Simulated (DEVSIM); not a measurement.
**abrupt Ge n-p junction**

System: abrupt Ge n-p junction, at 300 K.

| layer (left to right) | material | thickness (μm) | Nd (cm⁻³) | Na (cm⁻³) | τn (s) | τp (s) |
|---|---|---|---|---|---|---|
| 1 | Ge | 0.200 | 6.5e17 | - | 0.00017 | 0.00017 |
| 2 | Ge | 23.0 | - | 3.2e14 | 0.00017 | 0.00017 |

Left contact: ohmic. Right contact: ohmic. Voltage is applied to the left contact. Recombination: SRH at mid-gap, radiative, Auger. Mobility is μmin + (μ − μmin)/(1 + (N/Nref)^α).

The device is made up for the run: typed textbook-type constants, with dimensions and the other settings drawn at random. Values at 300 K.

```csv
parameter,Ge
gap (eV),0.664
affinity (eV),4
permittivity,16
Nc (cm⁻³),1.04e19
Nv (cm⁻³),6e18
μn (cm²/Vs),3900
μp (cm²/Vs),1900
"μn,min",150
"μp,min",100
"Nref,n",2.6e17
"Nref,p",4e17
αn,0.56
αp,0.6
B (cm³/s),6.4e-14
Cn (cm⁶/s),1e-31
Cp (cm⁶/s),1e-31
```

DEVSIM, 1D drift-diffusion, Boltzmann statistics, complete ionisation; no tunnelling, impact ionisation, image-force lowering or self-heating.

* **Potential step across the device at zero bias**: 0.338 V
* **Largest field in the device at zero bias**: 38000 V/cm
* **Dark forward voltage at 1 A/cm²**: 0.126 V
* **Dark forward voltage at 100 A/cm²**: 0.328 V

Dark reverse current:

```
V (V)  J (A/cm²)
-----  ---------
0.40       0.010
1.00       0.011
2.00       0.011
3.00       0.012
4.00       0.012
6.00       0.013
8.00       0.013
10.00      0.014
13.00      0.015
16.00      0.016
20.00      0.018
```

Dark forward current:

(V (V), J (A/cm²)): (-0.05, -0.057); (-0.10, -0.42); (-0.15, -2.2); (-0.20, -8.8); (-0.25, -27); (-0.30, -67); (-0.35, -140); (-0.40, -240); (-0.45, -370); (-0.50, -530); (-0.55, -710); (-0.60, -900); (-0.65, -1100); (-0.70, -1300); (-0.75, -1500); (-0.80, -1600); (-0.85, -1800); (-0.90, -2000); (-0.95, -2100)
